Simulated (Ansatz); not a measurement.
The parent structure is SiC in the wurtzite structure (space group P6_3mc, No. 186; a = 3.056 Å, c = 5.016 Å). Axes: x lies along a and z along c of the hexagonal cell.

Calculations: plane-wave PAW DFT at the LDA level (Ansatz, a quantum-chemistry and plane-wave program, 420 eV), no SOC.

Base values:

| Quantity | Value |
|---|---|
| Band gap | 2.13 eV |
| Electron mass | 0.26 mₑ along c, 0.43 mₑ across (at K) |

Modification: the cell is compressed by 0.60 % along z with no lateral relaxation; the atoms relax in the strained cell.

Question: How does this affect the band gap?

Answer: The band gap goes up by 0.04 eV to 2.17 eV.

Question: How does this affect the electron mass?

Answer: The electron mass becomes 0.26 mₑ along z, 0.43 mₑ across (at K) (base: 0.26 mₑ along c, 0.43 mₑ across (at K)).

Masses are band curvatures over ±0.01 Å⁻¹ around the edge. No phonon test of stability was made.
